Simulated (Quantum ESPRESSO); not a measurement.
Band structure of Sc2H5 (Pmmn, 14 atoms in the cell).

```yaml
crystal:
  lattice:
    - [3.36049, 0.00000, 0.00000]
    - [0.00000, 6.05018, 0.00000]
    - [0.00000, 0.00000, 5.77435]
  atoms:
    - { symbol: Sc, position: [0.50000, 0.00000, 0.08924] }
    - { symbol: Sc, position: [0.00000, 0.50000, 0.91076] }
    - { symbol: Sc, position: [0.00000, 0.00000, 0.57677] }
    - { symbol: Sc, position: [0.50000, 0.50000, 0.42323] }
    - { symbol: H, position: [0.50000, 0.50000, 0.75553] }
    - { symbol: H, position: [0.00000, 0.00000, 0.24447] }
    - { symbol: H, position: [0.50000, 0.65984, 0.10581] }
    - { symbol: H, position: [0.50000, 0.34016, 0.10581] }
    - { symbol: H, position: [0.00000, 0.84016, 0.89419] }
    - { symbol: H, position: [0.00000, 0.15984, 0.89419] }
    - { symbol: H, position: [0.00000, 0.65810, 0.56097] }
    - { symbol: H, position: [0.00000, 0.34190, 0.56097] }
    - { symbol: H, position: [0.50000, 0.84190, 0.43903] }
    - { symbol: H, position: [0.50000, 0.15810, 0.43903] }
```

Computed with LDA (PW92), PseudoDojo standard norm-conserving (LDA) pseudopotentials (plane waves; Quantum ESPRESSO 7.5).

Settings: ecutwfc = 80 Ry; occupations = smearing; smearing = cold; degauss = 0.0036749 Ry; potentials = {Sc: Sc.upf, H: H.upf}; K_POINTS = automatic 4 2 2 0 0 0; conv_thr = 1e-10 Ry.

The starting cell comes from a database of computed structures (which also holds hypothetical and non-ambient phases and stackings), without a prior relaxation at this level.

Levels in eV from the Fermi level, bands 23 to 30:
```csv
point,23,24,25,26,27,28,29,30
Γ,-3.46,-3.13,-3.10,0.54,1.09,1.15,1.29,1.31
X,-3.86,-3.86,-2.30,-2.30,0.00,0.00,0.27,0.27
S,-3.61,-3.61,-3.04,-3.04,-0.14,-0.14,1.31,1.31
Y,-3.35,-3.21,-1.24,-0.63,0.21,0.61,1.07,1.37
Z,-3.51,-3.51,-2.13,-2.13,1.10,1.10,1.15,1.15
U,-3.58,-3.58,-3.44,-3.44,-0.41,-0.41,1.31,1.31
R,-3.73,-3.73,-3.50,-3.50,-0.38,-0.38,2.02,2.02
T,-2.94,-2.94,-2.74,-2.74,0.34,0.34,1.69,1.69
```

Bands cross the Fermi level along this path, so the cell is metallic at this level.
